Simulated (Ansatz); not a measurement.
The (21-30) face of wurtzite AlN can be cut between different planes. Symmetric, stoichiometric slabs relaxed in the 1x1 cell (41.6 Å²): top plane Al + N, 0.34 Å over the next in the ideal cut; top plane Al + N, 0.68 Å over the next in the ideal cut.

Calculation: PBE (plane waves to 420 eV, PAW; Ansatz, an electronic-structure program).

Put the candidates in order of surface energy, lowest first, for PBE.

the cut with an outer spacing of 0.34 Å (2.23 J/m²), the cut with an outer spacing of 0.68 Å (2.98 J/m²; 4 Al–Al, 4 Al–N bonds formed)
